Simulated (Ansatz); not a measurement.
**Cs, element substitutions**

Take Cs (space group I4_1/amd, No. 141; a = 5.023 Å, c = 18.197 Å; a cell from a computed database, its experimental status unchecked) as the base.

Each row replaces one element on all its sites; cell and atoms are relaxed.

Method: PBEsol (Ansatz, a program for electronic structure), no spin-orbit coupling.

| change | c/a ratio | volume per atom |
|---|---|---|
| base | 3.623 | 114.77 Å³ |
| Cs → Li | [?] | [?] |
| Cs → Rb | 3.617 | [?] |
| Cs → K | 3.648 | 73.99 Å³ |

Question: Complete the table.

Answer: 
- Cs → Li, c/a ratio: 3.697
- Cs → Li, volume per atom: 20.19 Å³
- Cs → Rb, volume per atom: 90.52 Å³

No phonon test of stability was made. As relaxed here, Li is a hypothetical phase, not in the database extracts checked. For Rb and K in this form, whether it has been made was not checked. This is not the structure that Cs has at room temperature and ambient pressure. This is not the structure that Rb has at room temperature and ambient pressure. This is not the structure that K has at room temperature and ambient pressure.
